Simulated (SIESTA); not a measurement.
## A short convergence ladder for CdHgSe2 (R3m, 4 atoms in the cell)

```xyz
4
Lattice="2.1704 1.2531 7.0811 -2.1704 1.2531 7.0811 0.0000 -2.5062 7.0811" Properties=species:S:1:pos:R:3 pbc="T T T"
Cd     0.0000     0.0000    10.6286
Hg     0.0000     0.0000    21.2400
Se     0.0000     0.0000    18.5708
Se     0.0000     0.0000     7.9789
```

Base method: LDA PW92, numerical atomic orbitals DZP, PseudoDojo LDA standard norm-conserving potentials (rewritten from UPF to PSML) (SIESTA 5.4.2).

Base settings: XC.functional = LDA; XC.authors = PW92; potentials = PseudoDojo LDA standard; PAO.BasisSize = DZP; PAO.EnergyShift = 0.005 Ry; MeshCutoff = 350 Ry; kgrid.MonkhorstPack = 4 4 4; OccupationFunction = MP; OccupationMPOrder = 0; ElectronicTemperature = 0.1 eV.

Core times come from one kind of shared machine, to one figure; runs under 30 s give none.

**The force threshold of a relaxation**

On CdHgSe2 (R3m, 4 atoms in the cell): one atom moved by 0.15 angstrom.

In this ladder: MD.TypeOfRun = CG; MD.Steps = 40.

The mesh stays at the base's, so the ladder's end is converged at best in this setting alone.

Only quantities that move along the ladder and can be compared are tabulated.

| MD.MaxForceTol | free energy less the last step's (meV/atom) | largest force left (eV/Å) | relaxation steps | core time / last (rough) |
|---|---|---|---|---|
| 0.2 eV/Ang | 0.86 | 0.1368 | 2 | 0.1 |
| 0.1 eV/Ang | 0.06 | 0.0420 | 6 | 0.3 |
| 0.05 eV/Ang | 0.06 | 0.0420 | 6 | 0.3 |
| 0.03 eV/Ang | 0.01 | 0.0076 | 8 | 0.4 |
| 0.02 eV/Ang | 0.01 | 0.0076 | 8 | 0.4 |
| 0.01 eV/Ang | 0.01 | 0.0076 | 8 | 0.3 |
| 0.005 eV/Ang | 0.01 | 0.0035 | 10 | 0.5 |
| 0.002 eV/Ang | 0.00 | 0.0016 | 25 | 0.8 |
| 0.001 eV/Ang | 0.00 | 0.0008 | 27 | 1 |

Coarsest MD.MaxForceTol that holds the largest force left within 0.01 eV/Å of the last step, with all finer ones: 0.03 eV/Ang, at about 0.4 of the last step's time; the step before is off by 0.041 eV/Å.

Coarsest MD.MaxForceTol that holds the free energy within 0.1 meV/atom of the last step, with all finer ones: 0.1 eV/Ang, at about 0.3 of the last step's time; the step before is off by 0.86 meV/atom.

On the base run: the starting cell comes from a database of computed structures (which also holds hypothetical and non-ambient phases and stackings), without a prior relaxation at this level. Its lattice was rescaled by up to half a per cent. Values carry the incompleteness of an atom-centred basis. The run gives no clean gap (levels at the Fermi energy touch, overlap or are partly filled at this smearing), which alone does not show that the compound is a metal. Without a gap this mesh is coarse (it stands for a supercell whose shortest vector is 17 Å).
